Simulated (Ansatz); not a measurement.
Response to strain in TiO2

The reference is TiO₂ in the anatase structure (space group I4_1/amd, No. 141; a = 3.7698 Å, c = 9.5517 Å). Axes: x, y, z lie along a, b, c of the conventional cell.

Strains are applied to the cell and any free atomic positions relax.

The values are results of Ansatz (a program for electronic structure) PBEsol, scalar-relativistic without spin-orbit coupling, not measurements.

Notes on the quantities. energy relative to the base: free energy F.

```tsv
uniaxial strain ε_xx (%)	energy relative to the base (meV/atom)
-3	12.3
-2.4	?
-1.8	4.3
-1.2	1.9
-0.6	0.5
0	0.0
```

### Question
Fit ΔE = Aε² + Bε³ (ε in %) to the rows shown and predict the withheld row.

### Answer
Least squares on the printed values gives A = 1.28 and B = -0.029 meV/atom (largest residual 0.0 meV/atom); this predicts 7.8 meV/atom, and the run gives 7.7 meV/atom, in agreement.

Whether these cells are dynamically stable was not tested. All final runs are without spin polarisation.
